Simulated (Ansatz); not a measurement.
HfSi2 (space group Cmcm, No. 63)

```cif
data_Hf4Si8
_chemical_formula_sum 'Si8 Hf4'
_space_group_name_H-M_alt 'Cmcm'
_space_group_IT_number 63
_space_group_name_Hall '-C 2c 2'
_cell_length_a 3.65027
_cell_length_b 14.34967
_cell_length_c 3.63523
_cell_angle_alpha 90.000
_cell_angle_beta 90.000
_cell_angle_gamma 90.000
loop_
_space_group_symop_operation_xyz
  'x, y, z'
  '-x, -y, -z'
  '-x, -y, z+1/2'
  'x, y, -z+1/2'
  'x, -y, -z'
  '-x, y, z'
  '-x, y, -z+1/2'
  'x, -y, z+1/2'
  'x+1/2, y+1/2, z'
  '-x+1/2, -y+1/2, -z'
  '-x+1/2, -y+1/2, z+1/2'
  'x+1/2, y+1/2, -z+1/2'
  'x+1/2, -y+1/2, -z'
  '-x+1/2, y+1/2, z'
  '-x+1/2, y+1/2, -z+1/2'
  'x+1/2, -y+1/2, z+1/2'
loop_
_atom_site_label
_atom_site_type_symbol
_atom_site_symmetry_multiplicity
_atom_site_Wyckoff_symbol
_atom_site_fract_x
_atom_site_fract_y
_atom_site_fract_z
_atom_site_occupancy
Si1 Si 4 c 0.00000 0.05524 0.25000 1
Si2 Si 4 c 0.00000 0.24986 0.75000 1
Hf1 Hf 4 c 0.00000 0.39526 0.25000 1
```
(The calculation used a cell of 6 atoms; values per cell refer to that cell.)

Method: Kohn–Sham DFT with the PBEsol functional, run in Ansatz (a first-principles code) with PAW and 420 eV plane waves, no SOC. Γ-centred 13×13×13 mesh, Fermi–Dirac width 0.05 eV.

| Quantity | Result |
|---|---|
| Volume per atom | 15.87 Å³ |
| Density | 8.19 g/cm³ |
| Band gap | zero |
| Total energy | -5614.334 eV/atom (σ→0; compares only within this code and set-up) |

Stability against distortions was not tested. All final runs are without spin polarisation.
